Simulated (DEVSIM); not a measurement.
System: Schottky contact on n-type GaAs, at 400 K.

```csv
layer (left to right),material,thickness (μm),Nd (cm⁻³),τn (s),τp (s)
1,GaAs,6.90,5.8e16,1.6e-8,1.6e-8
```

Left contact: Schottky, work function 5.18 eV, emission velocity 1.2e7 cm/s. Right contact: ohmic. Voltage is applied to the left contact. Recombination: SRH at mid-gap. Mobility is μmin + (μ − μmin)/(1 + (N/Nref)^α).

This is a model device: material constants are rounded textbook-type values typed into the input, and sizes, dopings and lifetimes were drawn at random. Values at 300 K; Nc and Nv go as T^1.5, mobilities as T to minus their exponent, the gap by Varshni's rule with the affinity fixed.

```tsv
parameter	GaAs
gap (eV)	1.424
affinity (eV)	4.07
permittivity	12.9
Nc (cm⁻³)	4.7e17
Nv (cm⁻³)	9e18
μn (cm²/Vs)	8500
μp (cm²/Vs)	400
μn,min	500
μp,min	20
Nref,n	6e16
Nref,p	1.5e17
αn	0.39
αp	0.38
T exponent of μn	2.1
T exponent of μp	2.2
Varshni α (eV/K)	0.000541
Varshni β (K)	204
```

Simulated with DEVSIM: 1D drift-diffusion, Boltzmann statistics, complete ionisation; no tunnelling, impact ionisation, image-force lowering or self-heating. Metal contacts follow the ideal Schottky-Mott rule: no Fermi-level pinning, no interface dipoles.

The temperature was swept, all else fixed.

| temperature (K) | dark forward voltage at 100 A/cm² (V) | potential step across the device at zero bias (V) | dark forward voltage at 1 A/cm² (V) |
|---|---|---|---|
| 250 | 0.923 | 1.071 | 0.821 |
| 300 | 0.878 | 1.056 | 0.757 |
| 350 | 0.833 | 1.040 | 0.691 |
| 400 | ___ | 1.023 | ___ |
| 450 | 0.741 | 1.005 | 0.557 |
| 500 | 0.693 | 0.987 | 0.489 |

Task: Complete the blanks.

Result: 
- 400, dark forward voltage at 100 A/cm² (V): 0.787
- 400, dark forward voltage at 1 A/cm² (V): 0.625
